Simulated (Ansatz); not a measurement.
Base system: TiSi2 (space group Fddd, No. 70; a = 4.8062 Å, b = 8.2647 Å, c = 8.5654 Å).

(Cell as relaxed with PBE.)

Levels (all Ansatz, a first-principles code, PAW): PBE (420 eV, no spin-orbit coupling); r2SCAN (500 eV, scalar-relativistic without spin-orbit coupling).

Each level relaxes its own structure.

```tsv
quantity	PBE	r2SCAN
volume per atom	14.18 Å³	13.96 Å³
space group	Fddd (No. 70)	Fddd (No. 70)
band gap	zero	zero
```

PBE's volume per atom lies 0.213 Å³ above r2SCAN's (1.5 %); the two agree on the space group and band gap. Neither level is exact; r2SCAN is the comparison here, not a measurement.

Whether these cells are dynamically stable was not tested. The final runs are not spin-polarised.
